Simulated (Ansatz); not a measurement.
**Pressure series in GaMo4S8**

Take GaMo₄S₈ (space group F-43m, No. 216) as the base.

```yaml
crystal:
  lattice:
    - [0.00000, 4.83254, 4.83254]
    - [4.83254, 0.00000, 4.83254]
    - [4.83254, 4.83254, 0.00000]
  atoms:
    - { symbol: Ga, position: [0.50000, 0.50000, 0.50000] }
    - { symbol: Mo, position: [0.30807, 0.89731, 0.89731] }
    - { symbol: Mo, position: [0.89731, 0.89731, 0.89731] }
    - { symbol: Mo, position: [0.89731, 0.89731, 0.30807] }
    - { symbol: Mo, position: [0.89731, 0.30807, 0.89731] }
    - { symbol: S, position: [0.63632, 0.09104, 0.63632] }
    - { symbol: S, position: [0.09104, 0.63632, 0.63632] }
    - { symbol: S, position: [0.63632, 0.63632, 0.63632] }
    - { symbol: S, position: [0.63632, 0.63632, 0.09104] }
    - { symbol: S, position: [0.13474, 0.59577, 0.13474] }
    - { symbol: S, position: [0.59577, 0.13474, 0.13474] }
    - { symbol: S, position: [0.13474, 0.13474, 0.13474] }
    - { symbol: S, position: [0.13474, 0.13474, 0.59577] }
```

Cell and atoms are relaxed at each pressure.

The values are results of PBEsol (Ansatz, an electronic-structure program; PAW; 420 eV plane waves; no spin-orbit coupling), not measurements.

Notes on the quantities. enthalpy: H = E + PV relative to the base's energy.

| change | lattice parameter a | enthalpy |
|---|---|---|
| base | 9.665 Å | – |
| pressure −2 GPa | 9.731 Å | -0.22 eV/atom |
| pressure −1 GPa | 9.697 Å | -0.11 eV/atom |
| pressure 0.3 GPa | ? | +0.03 eV/atom |
| pressure 0.7 GPa | 9.644 Å | +0.08 eV/atom |
| pressure 1.5 GPa | 9.620 Å | +0.16 eV/atom |
| pressure 3 GPa | ? | +0.32 eV/atom |
| pressure 5 GPa | ? | +0.53 eV/atom |
| pressure 7.5 GPa | 9.468 Å | +0.79 eV/atom |
| pressure 10 GPa | 9.414 Å | +1.04 eV/atom |

Question: Some entries are withheld; estimate them.

Answer: 
- pressure 0.3 GPa, lattice parameter a: 9.656 Å
- pressure 3 GPa, lattice parameter a: 9.578 Å
- pressure 5 GPa, lattice parameter a: 9.527 Å

Load acts through the strain it causes; cell and atoms are relaxed under it. Whether these cells are dynamically stable was not tested. Competing high-pressure phases were not computed. The final runs are not spin-polarised. An odd electron count without spin: GaMo4S8.
